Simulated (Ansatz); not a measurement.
Start from C in the graphite type structure (space group P6_3/mmc, No. 194; a = 2.458 Å, c = 6.565 Å; layered, stacked along the Cartesian z axis).

Level of theory: DFT with PBEsol-D3(BJ), PAW potentials and a 420 eV plane-wave cutoff in Ansatz (a quantum-chemistry and plane-wave program), without spin-orbit coupling, earlier PAW set.

Base values:

* **Pressure**: 0.0 GPa

The change: the cell is scaled by 1.0120 in all directions, atoms relaxed at fixed cell.

### Question
Predict the new pressure and energy relative to the base.

### Answer
The pressure (mean of the normal stresses, compression positive) goes from zero to -10.1 GPa; the energy grows by 10 meV/atom.

A case with no gap was solved on a k-mesh chosen for an insulator, which is coarse for it. The cells carry an imposed strain or load. Whether these cells are dynamically stable was not tested.
